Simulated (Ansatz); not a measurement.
Ni3Al (P6₃/mmc, No. 194, 8 atoms in the cell; start mp-1183232; a measured phase of this formula has another space group), treated with LDA (PAW; Ansatz, a first-principles code).

Settings: plane-wave cutoff 520 eV, 12×12×14 k mesh (along the axes of the cell as run), Fermi–Dirac smearing 0.05 eV, spin-polarised start, scalar-relativistic PAW data made under PBE.

Cell (relaxed at this level):

```cif
data_Al2Ni6
_chemical_formula_sum 'Al2 Ni6'
_space_group_name_H-M_alt 'P 1'
_space_group_IT_number 1
_cell_length_a 4.95120
_cell_length_b 4.95120
_cell_length_c 3.98053
_cell_angle_alpha 90.000
_cell_angle_beta 90.000
_cell_angle_gamma 120.000
loop_
_space_group_symop_operation_xyz
  'x, y, z'
loop_
_atom_site_label
_atom_site_type_symbol
_atom_site_fract_x
_atom_site_fract_y
_atom_site_fract_z
_atom_site_occupancy
Al1 Al 0.66667 0.33333 0.25000 1
Al2 Al 0.33333 0.66667 0.75000 1
Ni1 Ni 0.32871 0.16435 0.75000 1
Ni2 Ni 0.67129 0.83565 0.25000 1
Ni3 Ni 0.16435 0.32871 0.25000 1
Ni4 Ni 0.83565 0.67129 0.75000 1
Ni5 Ni 0.83565 0.16435 0.75000 1
Ni6 Ni 0.16435 0.83565 0.25000 1
```

Question: What does this level give for the bulk modulus B0?

Answer: 
* **bulk modulus B0**: 221 GPa

The run finds no gap.

Note: the magnetic order was assumed, not searched for or taken from measurement; the bulk modulus is −V dP/dV from two relaxed cells at ±2 % in volume; the relaxation could not lower the start's symmetry, so the cell can be a saddle point above a distorted one.

Computing time: very roughly 7 core-minutes.

A start named mp-… is a Materials Project structure, which need not be a measured phase.
